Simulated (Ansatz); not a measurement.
```yaml
crystal:
  lattice:
    - [19.00000, 0.00000, 0.00000]
    - [0.00000, 19.00000, 0.00000]
    - [0.00000, 0.00000, 7.16504]
  atoms:
    - { symbol: Ge, position: [0.36896, 0.50353, 0.52067] }
    - { symbol: Ge, position: [0.42636, 0.39935, 0.65043] }
    - { symbol: Ge, position: [0.45283, 0.43176, 0.97239] }
    - { symbol: Ge, position: [0.45474, 0.59911, 0.49755] }
    - { symbol: Ge, position: [0.48456, 0.63221, 0.82020] }
    - { symbol: Ge, position: [0.53991, 0.36394, 0.52067] }
    - { symbol: Ge, position: [0.53448, 0.53177, 0.99123] }
    - { symbol: Ge, position: [0.55965, 0.56259, 0.32118] }
    - { symbol: Ge, position: [0.61641, 0.46710, 0.49755] }
    - { symbol: Ge, position: [0.64288, 0.50294, 0.82020] }
    - { symbol: H, position: [0.33216, 0.48883, 0.33272] }
    - { symbol: H, position: [0.31138, 0.52535, 0.66230] }
    - { symbol: H, position: [0.37471, 0.33609, 0.65191] }
    - { symbol: H, position: [0.38402, 0.45112, 0.07542] }
    - { symbol: H, position: [0.48555, 0.36822, 0.07542] }
    - { symbol: H, position: [0.42012, 0.66341, 0.40012] }
    - { symbol: H, position: [0.41684, 0.65896, 0.91717] }
    - { symbol: H, position: [0.53817, 0.69352, 0.82095] }
    - { symbol: H, position: [0.53287, 0.32494, 0.33273] }
    - { symbol: H, position: [0.57281, 0.31189, 0.66231] }
    - { symbol: H, position: [0.61143, 0.62600, 0.31862] }
    - { symbol: H, position: [0.68633, 0.44604, 0.40012] }
    - { symbol: H, position: [0.68263, 0.44193, 0.91717] }
    - { symbol: H, position: [0.69223, 0.56772, 0.82095] }
```

Levels: PBE (plane waves to 420 eV, PAW; Ansatz, a quantum-chemistry and plane-wave program); PBE with spin-orbit coupling (Ansatz); r2SCAN (plane waves to 500 eV, PAW; Ansatz); HSE06 run with Ansatz. Unmarked values and the geometry are of the first. Mesh 1×1×6. No spin polarisation. One-dimensional cell, images about 11 Å apart. A model structure. Only distortions within the start's symmetry and period were free. Values not marked SOC lack spin–orbit coupling. HSE06 ran on a 1×1×3 mesh and at PBE's edge points. Buckling under compression is shut out by symmetry and the short period.

**Question.** Say what this body is, and give its properties.

**Answer.** H-capped Ge nanowire along [112], 10 atoms a period besides the caps. An idealised model, cut from the bulk lattice.
```
Property                                                                                           Value
---------------------------------------------------------  ---------------------------------------------
largest distance between nuclei across the axis                                                   7.47 Å
energy over the bulk Ge and H2 molecule                            +298 meV per atom other than the caps
PBE gap                                                    3.23 eV, indirect, from Γ to k = 0.156 × 2π/c
electron mass along the axis (PBE)                                                               0.68 mₑ
hole mass along the axis (PBE)                                                                   0.47 mₑ
valence and conduction edges under the vacuum level (PBE)                               5.75 and 2.52 eV
PBE+SOC gap at this geometry                                                                     3.22 eV
r2SCAN gap at this geometry                                                                      3.60 eV
HSE06 gap at this geometry                                                                       4.07 eV
axial stiffness dF/dε                                                                              16 nN
```
